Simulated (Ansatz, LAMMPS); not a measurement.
Si well of 9 atomic layers along [001] in random Si0.7Ge0.3, Ge share that oscillates in the well

Cell 16.67 × 16.67 × 49.69 Å, Si499Ge149, 648 atoms. Prepared with Tersoff's 1989 multicomponent potential (SiCGe.tersoff) in LAMMPS: minimisation. 

Calculation: PBE, support functions at accuracy medium on the grid of 370 eV (norm-conserving potentials; Ansatz, a first-principles code).

Basis: localised support functions (accuracy medium) on a full density matrix. k-points: zone centre alone; occupations: Fermi-Dirac, 0.010 eV; spin polarisation not allowed. No spin-orbit coupling.

The Kohn-Sham gap of the cell on its k-mesh comes out as 0.44 eV and the weight of the highest filled level on the well comes out as 0.22. The weight of the lowest empty level on the well comes out as 0.84 and the coordination (neighbours within 2.855 Å) comes out as 100.0 % 4-fold. The Ge-Ge bonds, mean ± spread is 2.469 ± 0.008 Å, the Ge-Si bonds, mean ± spread is 2.425 ± 0.008 Å and the Si-Si bonds, mean ± spread is 2.381 ± 0.007 Å. The bond angles, mean ± spread is 109.5° ± 1.1°. The pressure comes out as -0.75 GPa and the cost of the final run comes out as roughly 40 core-minutes, 15 SCF iterations, 13 GiB.
